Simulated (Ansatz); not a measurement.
Fluorite PtAl2: elastic constant C11 by level of theory

No measured value is used here.

| level (code) | value (GPa) | cell (Å³/atom) |
|---|---|---|
| LDA (Ansatz) | 194 | 16.71 |
| PBE (Ansatz) | 172 | 17.52 |
| PBEsol (Ansatz) | 185 | 17.08 |
| r²SCAN (Ansatz) | 191 | 17.15 |

The crystal itself was run without spin with r²SCAN; a magnetic state was not tried in these runs. Density-functional levels without +SOC have no spin–orbit coupling. Each level is taken at its own relaxed cell. Cutoffs differ between the levels. Ansatz's density-functional and Hartree–Fock values are scalar-relativistic unless marked +SOC, with PAW data made under PBE.

Ansatz is a first-principles code.
